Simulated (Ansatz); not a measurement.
# Ta, alloy series

Base system: Ta in the bcc (W type) structure (space group Im-3m, No. 229; a = 3.282 Å).

The other end (x = 1) is W in the bcc (W type) structure (space group Im-3m, No. 229): 15.69 Å³/atom, gap zero.

W replaces a fraction x of Ta; each row is one arrangement (x, atoms in the cell, starting space group or random), fully relaxed.

Levels (all Ansatz, a program for electronic structure, PAW): PBEsol (420 eV, no spin-orbit coupling); r2SCAN (500 eV, without spin-orbit coupling).

Pressures by level, all at the geometries relaxed with PBEsol:

```
case                            PBEsol   r2SCAN
-----------------------------  -------  -------
base                           0.0 GPa  4.4 GPa
x(W) = 0.333, 3 atoms, P-3m1   0.0 GPa  4.5 GPa
x(W) = 0.5, 4 atoms, Imma      0.0 GPa  4.5 GPa
x(W) = 0.5, 4 atoms, P4/nmm    0.0 GPa  4.5 GPa
x(W) = 0.667, 3 atoms, I4/mmm  0.0 GPa  4.4 GPa
```

Single points use the geometry relaxed with PBEsol. Their cutoffs differ, which shifts pressures a little. Each cell is one ordered arrangement of few atoms, which overstates ordering effects compared with a random alloy. Whether these cells are dynamically stable was not tested. The final runs are not spin-polarised. An odd electron count without spin: TaW2.
